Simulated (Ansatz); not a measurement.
Results of r²SCAN0 (PAW; Ansatz, a program for electronic structure) for LuF3 (P-3m1, No. 164, 4 atoms in the cell; start mp-1207204).

Run with plane-wave cutoff 520 eV, 9×9×6 k mesh (along the axes of the cell as run), Fermi–Dirac smearing 0.01 eV, scalar-relativistic PAW data made under PBE.

Cell (relaxed with PBEsol):

```
CELL_PARAMETERS angstrom
      3.86160     0.00000     0.00000
     -1.93080     3.34424     0.00000
      0.00000     0.00000     4.26053
ATOMIC_POSITIONS crystal
  Lu 0.00000 0.00000 0.50000
  F  0.33333 0.66667 0.60826
  F  0.66667 0.33333 0.39174
  F  0.00000 0.00000 0.00000
```

**Question.** Estimate the band gap that the calculation returns.

**Answer.** 
- band gap: 10.55 eV (on the SCF k mesh)

Note: cell and atoms aren't relaxed at this level (pressure -0.4 GPa).

Spin–orbit coupling is not included.

Computed values are for the static lattice.

It cost roughly 7 core-minutes of CPU time.

A start named mp-… is a Materials Project structure, which need not be a measured phase.
